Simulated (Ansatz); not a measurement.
Results of PBEsol in Ansatz (PAW) for cubic perovskite RbMnF3.

Run with plane-wave cutoff 520 eV, 8×8×8 k mesh, Fermi–Dirac smearing 0.01 eV, spin-polarised start, scalar-relativistic PAW data made under PBE.

Cell (relaxed at this level):

MnRbF3 has the cubic space group Pm-3m (No. 221), the cubic perovskite structure, Pearson symbol cP5. Cell: a = 4.223 Å, b = 4.223 Å, c = 4.223 Å, α = 90.00°, β = 90.00°, γ = 90.00°. Rb on 1a is coordinated by 12 F at 2.986 Å (cuboctahedral). Mn on 1b is surrounded by 6 F at 2.111 Å (octahedral). F on 3c has 2 Mn at 2.111 Å and 4 Rb at 2.986 Å (octahedral). (Neighbours: up to the widest gap in distance over summed covalent radii, below 1.35, at either atom; cation-cation and far metal-metal contacts left out.)

Question: What does this level give for the bulk modulus B0, direct gap at Γ and pressure derivative B′ of the bulk modulus?

Answer: 
bulk modulus B0: 69.2 GPa
direct gap at Γ: 3.44 eV
pressure derivative B′ of the bulk modulus: 4.7

Note: the magnetic order was assumed, not searched for or taken from measurement; the relaxation could not lower the start's symmetry, so the cell can be a saddle point above a distorted one.

Spin–orbit coupling is not included.

Computed values are for the static lattice.

It cost around 3 core-minutes (rough) of CPU time.

Ansatz is a first-principles code.
